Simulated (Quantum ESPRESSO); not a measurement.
# Equation of state of CuAu-type TiAl (space group 123): energy against volume (Quantum ESPRESSO, PBE)

```xyz
2
Lattice="2.7797 0.0000 0.0000 0.0000 2.7797 0.0000 0.0000 0.0000 3.9976" Properties=species:S:1:pos:R:3 pbc="T T T"
Ti     0.0000     0.0000     0.0000
Al     1.3898     1.3898     1.9988
```

Method: PBE, GBRV 1.5 ultrasoft (PBE) pseudopotentials (plane waves; Quantum ESPRESSO). Settings: ecutwfc = 65 Ry; ecutrho = 520 Ry; occupations = smearing; smearing = fermi-dirac; degauss = 0.0036749 Ry; potentials = {Ti: ti_pbe_v1.4.uspp.F.UPF, Al: al_pbe_v1.uspp.F.UPF}; K_POINTS = automatic 20 20 14 0 0 0; conv_thr = 1e-10 Ry; mixing_beta = 0.5. The cell above is the first row's. The rows scale it uniformly. In all rows fractional positions and the k mesh are held. E is the free energy at the stated smearing, counted from the lowest row.

```
V (Å^3/atom)  E (meV/atom)
------------  ------------
15.444                   ?
15.780                4.09
16.116                0.00
16.451                0.99
16.787                6.57
17.123               16.30
17.459               29.76
17.794               46.60
18.130               66.48
```

Task: Using the third-order Birch-Murnaghan form, a cubic in V^(-2/3), estimate the missing E at V = 15.444 from the other rows, showing the fit.

Result: With u = V^(-2/3) - 0.152, the rows have u = 0.006951, 0.004733, 0.002598, 0.000529, -0.001473, -0.003411, -0.005282, -0.007100. Least squares gives E = 8.725 - 4357.62·u + 531526·u² - 77044·u³. Residuals (row less fit): -0.001, 0.001, 0.000, 0.001, 0.003, -0.016, 0.017, -0.006; standard error 0.012 (degrees of freedom: 4). Its minimum lies at u = 0.004103, so V0 = (0.156103)^(-3/2) = 16.21. There d²E/du² = 1061000 and d³E/du³ = -462300, so B0 = (4/9) × 16.21^(-7/3) × 1061000 × 0.160218 = 114 GPa (the last factor turns the table's units into GPa), and B0' = 4 + (2/3) × 0.156103 × (-462300)/1061000 = 4.0. The program's pressures in the fitted runs (not shown) pass through zero at V = 16.21, 0.03 % from this V0. At the withheld row, u = 0.009248, so E = 8.725 - 4357.62 × 0.009248 + 531526 × 0.009248² - 77044 × 0.009248³ = 13.824 meV/atom. The calculation gives 13.81 meV/atom, 0.014 meV/atom below the prediction (under 0.05 % of the range of E in the table). The row lies outside the fitted rows, so this is an extrapolation. From the scatter of the fitted rows alone, a prediction at this place has a standard error of 0.037 meV/atom, so the miss is 0.4 times that.

Carrying the step between the two nearest rows on in a straight line would have given 8.18, off by 5.63; series whose last step already gives the withheld value aren't shown. The scan was laid around a cell of about the measured size, scaled by a guess for this functional; axis ratios and inner coordinates come from that cell. The runs keep the symmetry of the cell, so they don't test it for distortions. Spin polarisation is off. The shape of the cell and the inner coordinates aren't relaxed, so V0 and B0 belong to this uniform scaling; a relaxed crystal lies no higher in energy and is usually softer. Cutoffs and mesh are single choices, not tested for convergence of this quantity. Series with a scatter that would blur these digits, or in which a gap closes, are not shown. Nor are scans whose minimum lies at an end fitted in this form.
